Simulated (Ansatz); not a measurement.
We consider Si (I4/mmm, No. 139, 4 atoms in the cell; start mp-999200; another form than the element's usual one), described by r²SCAN+rVV10 (PAW; Ansatz, a quantum-chemistry and plane-wave program).

Numerical settings: plane-wave cutoff 560 eV, 10×10×10 k mesh, Fermi–Dirac smearing 0.01 eV, scalar-relativistic PAW data made under PBE.

Computed at the level's own relaxed cell.

```xyz
4
Lattice="-3.3204 3.3204 1.9203 3.3204 -3.3204 1.9203 3.3204 3.3204 -1.9203" Properties=species:S:1:pos:R:3 pbc="T T T"
Si     1.1879     1.1879     0.0000
Si     2.1325     2.1325     1.9203
Si     2.1325    -2.1325     1.9203
Si    -2.1325     2.1325     1.9203
```

**Question.** List the 9 lowest band energies at Γ above −25 eV (eV, relative to the valence band maximum), grouping those that round alike.

**Answer.** At Γ: -12.69, -8.19, -5.83 (×2), -3.98, -1.61 (×2), -0.61, 1.54.

A start named mp-… is a Materials Project structure, which need not be a measured phase.
